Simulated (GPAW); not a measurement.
A relaxation of cell and atoms of Fe (Im-3m, 1 atom in the cell) with GPAW.

Level of theory: revPBE, GPAW PAW datasets revPBE (gpaw-data 1.0.1) (plane waves; GPAW).

```
CELL_PARAMETERS angstrom
     -1.42035     1.42035     1.42035
      1.42035    -1.42035     1.42035
      1.42035     1.42035    -1.42035
ATOMIC_POSITIONS crystal
  Fe 0.00000 0.00000 0.00000
```
Moments meant for the start (each program seeds them in its own way; μB, in the order of the atoms Fe): 4.0.

Reference input (self-consistent single point, DFT PBE, plane waves, GPAW PAW datasets PBE (gpaw-data 1.0.1)): spinpol = true; mode = pw; ecut = 800 eV; xc = PBE; kpts = 13 13 13; mesh shift (steps) = 0 0 0; occupations.name = methfessel-paxton; occupations.width = 0.136 eV; occupations.order = 1; nbands = -5; convergence.density = 1e-05 e/electron; convergence.energy = 1e-05 eV/electron. This run's input differs from it in these lines:

```diff
@@ -1,2 +1,4 @@
 from ase import Atoms
+from ase.filters import FrechetCellFilter
+from ase.optimize import LBFGS
 from ase.units import GPa
@@ -15,3 +17,3 @@
             mode=PW(800),
-            xc='PBE',
+            xc='revPBE',
             kpts=(13, 13, 13),
@@ -25,2 +27,10 @@
 
+target = FrechetCellFilter(atoms)
+
+opt = LBFGS(target, logfile='-')
+converged = opt.run(fmax=0.02, steps=40)
+print('Relaxation converged:', converged)
+print('Cell:', atoms.cell.cellpar().round(4))
+print(atoms.get_scaled_positions().round(5))
+
 energy = atoms.get_potential_energy()
```

Its files differ too (potentials: GPAW PAW datasets revPBE (gpaw-data 1.0.1)).

Output (repeated stretches shortened):

```
     iter     time        total  log10-change:  magmom
                         energy   eigst   dens
iter:   1 --:--:--    -8.226732                   +4.0075
iter:   2 --:--:--    -8.530084   -1.47  -1.48    +3.0994
iter:   3 --:--:--    -8.604927   -2.12  -1.51    +2.4857
iter:   4 --:--:--    -8.623426   -2.85  -1.83    +2.3064
iter:   5 --:--:--    -8.653605   -2.36  -1.87    +2.2567
iter:   6 --:--:--    -8.659718   -2.78  -2.41    +2.0971
iter:   7 --:--:--    -8.659584   -3.43  -2.49    +2.1482
iter:   8 --:--:--    -8.659688   -4.30  -2.71    +2.1454
iter:   9 --:--:--    -8.659571   -5.58  -2.82    +2.1470
   [... lines left out ...]
iter:  11 --:--:--    -8.659509c  -6.38  -3.63    +2.1472
iter:  12 --:--:--    -8.659501c  -6.15  -3.54    +2.1470
iter:  13 --:--:--    -8.659500c  -7.40  -3.94    +2.1471
iter:  14 --:--:--    -8.659500c  -8.12c -4.81    +2.1465
iter:  15 --:--:--    -8.659501c  -7.78c -4.93    +2.1455
iter:  16 --:--:--    -8.659501c  -7.89c -4.99    +2.1453
iter:  17 --:--:--    -8.659501c  -9.28c -4.82    +2.1453
iter:  18 --:--:--    -8.659501c  -8.64c -4.94    +2.1453
iter:  19 --:--:--    -8.659501c  -8.84c -4.86    +2.1453
iter:  20 --:--:--    -8.659501c  -8.35c -4.95    +2.1453
iter:  21 --:--:--    -8.659501c  -9.09c -5.00c   +2.1453
Converged after 21 iterations.

Dipole moment: (-0.000000, 0.000000, -0.000000) |e|*Ang

Total magnetic moment: (0.000000, 0.000000, 2.145280)
Local magnetic moments:
   0 Fe ( 0.000000,  0.000000,  2.193692)

Energy contributions relative to reference atoms: (reference = -34623.248058)

Kinetic:         +7.015779
Potential:       -5.917067
External:        +0.000000
XC:              -9.856909
Entropy (-ST):   -0.000495
Local:           +0.099025
SIC:             +0.000000
--------------------------
Free energy:     -8.659666
Extrapolated:    -8.659501

Spin contamination: 0.065237 electrons
Showing only first 2 kpts
                      Up                     Down
 Kpt  Band  Eigenvalues  Occupancy  Eigenvalues  Occupancy
  0     2      7.81688    1.00000      9.69904    1.00027
   [... lines left out ...]
Fermi level: 10.07992
No gap
Initial magnetic moment: 4.000000
Atomic positions and initial magnetic moments
Total magnetic moment: (0.000000, 0.000000, 2.163224)
Local magnetic moments:
Free energy:     -8.661930
Fermi level: 9.92568
No gap
Initial magnetic moment: 4.000000
   [... lines left out ...]
Stress tensor:
    -0.000880    -0.000000    -0.000000
    -0.000000    -0.000880    -0.000000
    -0.000000    -0.000000    -0.000880

Forces in eV/Ang:
  0 Fe    0.00000    0.00000   -0.00000

LBFGS:    2 --:--:--       -8.662793        0.010267
Relaxation converged: True
Cell: [  2.4748   2.4748   2.4748 109.4712 109.4712 109.4712]
[[0. 0. 0.]]
Energy (eV): -8.662596
Stress (GPa, Voigt): [-0.141 -0.141 -0.141 -0.    -0.    -0.   ]
```

The run converged. GPAW prints stress with tension positive. 

Summary of the result:
Free energy E − TS (from the program's reference atoms): -8.6628 eV
Fermi level (on the code's own zero): 9.81 eV
Pressure: 0.14 GPa
Size of the cell's spin moment: 2.18 μB
Site moments (μB, in the program's spheres or projections): Fe 2.23
Final cell: a = 2.475 Å, b = 2.475 Å, c = 2.475 Å, α = 109.47°, β = 109.47°, γ = 109.47°
Final volume per atom: 11.67 Å³
Relaxation steps: 2

The starting cell comes from a database of computed structures (which also holds hypothetical and non-ambient phases and stackings), without a prior relaxation at this level. Its lattice was rescaled by a random factor within 2.5 % of one. With one magnetic atom in the cell only a parallel order is possible. The relaxation keeps the symmetry of its start, so its end need not be a minimum.

Cost on one core of a shared machine: roughly 80 s.
